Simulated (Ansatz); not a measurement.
## NaOH (space group Cmcm, No. 63; a cell from a computed database, its experimental status unchecked; layered, stacked along the Cartesian y axis)

Space group Cmcm (No. 63); a = 3.4043 Å, b = 10.8864 Å, c = 3.3706 Å, α = β = γ = 90.00°

```json
[
 {"atom": "Na", "site": "4c", "symmetry": "m2m", "x": "0.0000", "y": "0.6594", "z": "0.2500"},
 {"atom": "H", "site": "4c", "symmetry": "m2m", "x": "0.0000", "y": "0.0397", "z": "0.7500"},
 {"atom": "O", "site": "4c", "symmetry": "m2m", "x": "0.0000", "y": "0.1292", "z": "0.7500"}
]
```
(The calculation used a cell of 6 atoms; values per cell refer to that cell.)

Level of theory: Kohn–Sham DFT with the PBEsol functional, run in Ansatz (a program for electronic structure) with PAW and 420 eV plane waves, without spin-orbit coupling. Γ-centred 10×10×10 mesh, Fermi–Dirac width 0.05 eV.

```yaml
volume_per_atom: 10.41 Å³
density: 2.13 g/cm³
band_gap: "2.99 eV (uncertain: the edges found on the path are not clean extrema)"
total_energy: -684.610 eV/atom (σ→0; compares only within this code and set-up)
```

Whether these cells are dynamically stable was not tested. No dispersion term is included in the PBEsol runs.
